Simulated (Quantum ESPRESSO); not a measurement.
Quantum ESPRESSO run on Ti (P6_3/mmc, 4 atoms in the cell): self-consistent single point.

Method of the run: PBEsol, PseudoDojo standard norm-conserving (PBESOL) pseudopotentials (plane waves; Quantum ESPRESSO 7.5).

```yaml
crystal:
  lattice:
    - [2.97545, 0.00000, 0.00000]
    - [-1.48772, 2.57681, 0.00000]
    - [0.00000, 0.00000, 9.57351]
  atoms:
    - { symbol: Ti, position: [0.00000, 0.00000, 0.00000] }
    - { symbol: Ti, position: [0.00000, 0.00000, 0.50000] }
    - { symbol: Ti, position: [0.33333, 0.66667, 0.25000] }
    - { symbol: Ti, position: [0.66667, 0.33333, 0.75000] }
```

Reference input (self-consistent single point, DFT, PBEsol, plane waves, PseudoDojo standard norm-conserving (PBESOL) pseudopotentials): ecutwfc = 85 Ry; occupations = smearing; smearing = marzari-vanderbilt; degauss = 0.0036749 Ry; potentials = {Ti: Ti.upf}; K_POINTS = automatic 10 10 3 0 0 0; conv_thr = 1e-10 Ry. This run's input differs from it in these lines:

```diff
@@ -14,4 +14,4 @@
     occupations = 'smearing',
-    smearing = 'marzari-vanderbilt',
-    degauss = 0.0036749,
+    smearing = 'gaussian',
+    degauss = 0.02205,
 /
```

Log, with long lists cut:

```
     Self-consistent Calculation

     iteration #  1     ecut=    85.00 Ry     beta= 0.70

     Threshold (ethr) on eigenvalues was too large:
     Diagonalizing with lowered threshold

     total energy              =    -474.32122828 Ry
     estimated scf accuracy    <       0.18076650 Ry

     iteration #  2     ecut=    85.00 Ry     beta= 0.70

     total energy              =    -474.33697317 Ry
     estimated scf accuracy    <       0.16254120 Ry

     iteration #  3     ecut=    85.00 Ry     beta= 0.70

     total energy              =    -474.28522720 Ry
     estimated scf accuracy    <       1.85036891 Ry

   [... 15 blocks of this kind left out ...]

     iteration # 19     ecut=    85.00 Ry     beta= 0.70

     total energy              =    -474.39056652 Ry
     estimated scf accuracy    <          6.6E-09 Ry

     iteration # 20     ecut=    85.00 Ry     beta= 0.70
     End of self-consistent calculation

     the Fermi energy is    12.3514 ev

!    total energy              =    -474.39056652 Ry
     estimated scf accuracy    <          5.2E-12 Ry
     smearing contrib. (-TS)   =      -0.02240997 Ry
     internal energy E=F+TS    =    -474.36815656 Ry

     convergence has been achieved in  20 iterations

     Forces acting on atoms (cartesian axes, Ry/au):

     atom    1 type  1   force =    -0.00000000   -0.00000000   -0.00000000
   [... zero for the other atoms too ...]

     Total force =     0.000000     Total SCF correction =     0.000000

          total   stress  (Ry/bohr**3)                   (kbar)     P=      -86.07
  -0.00057460  -0.00000000   0.00000000          -84.53       -0.00        0.00
  -0.00000000  -0.00057460   0.00000000           -0.00      -84.53        0.00
   0.00000000   0.00000000  -0.00060609            0.00        0.00      -89.16

   JOB DONE.
```

The run converged in 20 iterations. Against the reference run the free energy goes down by 38.0 meV/atom and the pressure goes from -8.80 to -8.61 GPa. The full log also holds: “c_bands:  2 eigenvalues not converged”.

The starting cell was generated: these elements placed on a structure prototype, without a prior relaxation; it need not be a known phase or ordering of this composition. Its lattice was rescaled by a random factor within 2.5 % of one. Spin polarisation is off. With a pressure of about -9 GPa the cell is away from its equilibrium volume at this level.

Cost on one core of a shared machine: roughly 3 min.
